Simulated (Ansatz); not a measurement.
SiRh (P2₁/c, No. 14, 8 atoms in the cell; start mp-2287)

Method: PBEsol (plane waves, PAW; Ansatz, a quantum-chemistry and plane-wave program).

Settings: plane-wave cutoff 500 eV, 10×10×8 k mesh (along the axes of the cell as run), Fermi–Dirac smearing 0.05 eV, no spin polarisation, scalar-relativistic PAW data made under PBE.

Cell (relaxed at this level):

```yaml
crystal:
  lattice:
    - [4.57040, 0.00000, -0.03886]
    - [0.00000, 4.57069, 0.00000]
    - [-2.39164, 0.00000, 4.98774]
  atoms:
    - { symbol: Si, position: [0.79157, 0.64801, 0.06546] }
    - { symbol: Si, position: [0.20843, 0.35199, 0.93454] }
    - { symbol: Si, position: [0.20843, 0.14801, 0.43454] }
    - { symbol: Si, position: [0.79157, 0.85199, 0.56546] }
    - { symbol: Rh, position: [0.30049, 0.64589, 0.61387] }
    - { symbol: Rh, position: [0.69951, 0.35411, 0.38613] }
    - { symbol: Rh, position: [0.69951, 0.14589, 0.88613] }
    - { symbol: Rh, position: [0.30049, 0.85411, 0.11387] }
```

```json
{
  "band_gap": "none"
}
```

Note: the relaxation could not lower the start's symmetry, so the cell can be a saddle point above a distorted one.

Spin–orbit coupling is not included.

The computed numbers hold no vibrational or temperature effects.

A start named mp-… is a Materials Project structure, which need not be a measured phase.
